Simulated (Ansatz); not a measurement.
Cost and result by functional for the surface energy of the (100) surface of fcc Pb in its 1x1 cell, outermost plane spacing 2.52 Å in the ideal cut, in Ansatz (plane waves, PAW). Single points on the PBE structure, on one kind of machine; costs are rough ratios of the slab run's core time (references not counted) to the cheapest single point. r2SCAN's cost holds its higher cutoff (500 against 420 eV). Differences are taken against r2SCAN for comparison alone: no measured value is at hand, so the table doesn't rank accuracy.

Slab: 5 atoms, 10.1 Å thick at the start (thin: gaps and levels are the slab's own); k 11x11x1, smearing 0.1 eV, dipole-corrected; all atoms relaxed; start symmetry kept, larger cells not searched; no spin, no spin-orbit, no U. These notes are the PBE run's.

```csv
functional,relative cost,surface energy (J/m²),less r2SCAN (J/m²)
RPBE,1,0.24,-0.14
PBEsol,1,0.46,0.09
LDA,1,0.52,0.15
r2SCAN,2,0.38,0.00
PBE (the relaxed run's value),–,0.34,-0.03
```

The values span 0.28 J/m², while the single points' costs differ by a factor of roughly 2. Differences are of unrounded values.

Ansatz is an electronic-structure program.
